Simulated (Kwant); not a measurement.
System: wire with one Gaussian impurity in a In0.53Ga0.47As two-dimensional gas. Effective mass 0.041 mₑ, grid spacing 7.5 nm, hard walls, nominal width 150 nm (19 grid rows, so walls 150 nm apart), one parabolic valley, scattering region 450 nm long along x; energies count from the band bottom; Fermi energy swept from 0.0003261 to 0.0069296 eV. Impurity U exp(−r²/2σ²), U = 0.011 eV, σ = 7.1 nm, 0 nm off the axis.

Constants are typed, rounded textbook-type inputs, not results; the design itself was drawn at random and stands for no fabricated device.

Computed with Kwant: effective-mass tight-binding model on a square grid, one spin, coherent transport at 0 K. Conductance is in e²/h.

Sweep values stay those of the base run.

Base results: G (e²/h) at E = 6.930 meV 3.81; G (e²/h) at E = 1.935 meV 1.86; G (e²/h) at E = 5.265 meV 2.68; mean G (e²/h) over the sweep 2.08.

Task: What follows from this one change: effective mass 0.041 → 0.053 mₑ?

Result: G at E = 6.930 meV 3.81 → 3.93 e²/h; G at E = 1.935 meV little changed (1.90 e²/h); G at E = 5.265 meV 2.68 → 3.67 e²/h; mean G over the sweep 2.08 → 2.45 e²/h.

Task: What follows from this one change: impurity strength 0.011 → 0.0055 eV?

Result: G at E = 6.930 meV 3.81 → 3.95 e²/h; G at E = 1.935 meV 1.86 → 1.95 e²/h; G at E = 5.265 meV 2.68 → 2.90 e²/h; mean G over the sweep 2.08 → 2.25 e²/h.
